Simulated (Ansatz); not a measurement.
Tunnelling through a barrier is set by its complex band structure: the current falls as exp(−2κd) with the smallest κ.

Consider the following.

```
CELL_PARAMETERS angstrom
      3.60017     0.00000     0.00000
      0.00000     3.60017     0.00000
      0.00000     0.00000     5.22516
ATOMIC_POSITIONS crystal
  Zr 0.00000 0.00000 0.00000
  Zr 0.50000 0.50000 0.50000
  O  0.00000 0.50000 0.30177
  O  0.00000 0.50000 0.80177
  O  0.50000 0.00000 0.19823
  O  0.50000 0.00000 0.69823
```

The cell is taken as given; by LDA it stands under a pressure of -8.8 GPa.

Transport runs along the normal of the first two printed cell vectors, the (001) plane of the conventional cell.

The gap is the functional's own, uncorrected, and κ follows it; spin-orbit coupling is left out. Mid-gap means the computed energy nearest the middle.

Q: Estimate the band gap and the smallest decay constant κ at mid-gap that LDA (Ansatz, a first-principles code) returns for this system.

A: Gap 3.96 eV on a 8×8×6 mesh; κ = 0.356 1/Å, at the zone centre.
